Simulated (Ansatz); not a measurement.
Pressure series in NiSi

Take NiSi (space group Pnma, No. 62; a = 5.1230 Å, b = 3.3418 Å, c = 5.5681 Å; non-magnetic) as the base.

Cell and atoms are relaxed at each pressure.

Computed with Ansatz (a quantum-chemistry and plane-wave program), r2SCAN, PAW, cutoff 500 eV, without spin-orbit coupling, earlier PAW set.

| pressure (GPa) | volume per atom (Å³/atom) |
|---|---|
| -2 | 12.053 |
| -1 | 11.983 |
| 0 | 11.916 |
| 0.3 | 11.896 |
| 0.7 | 11.870 |
| 3 | ? |
| 5 | 11.604 |
| 7.5 | 11.462 |
| 10 | 11.329 |

**Question.** Fit the third-order Birch–Murnaghan form P(V) = (3B₀/2)[(V₀/V)^(7/3) − (V₀/V)^(5/3)]·[1 + (3/4)(B₀′ − 4)((V₀/V)^(2/3) − 1)] (squares taken in P) to the rows shown and predict the withheld row.

**Answer.** Least squares on the printed values gives V₀ = 11.916 Å³/atom, B₀ = 179 GPa, B₀′ = 4.0; this predicts 11.724 Å³/atom, and the run gives 11.724 Å³/atom, in agreement.

Load acts through the strain it causes; cell and atoms are relaxed under it. No phonon test of stability was made. Competing high-pressure phases were not computed. Starting moments died away, wholly or in part, for the base; another magnetic solution may exist. All final runs are without spin polarisation.
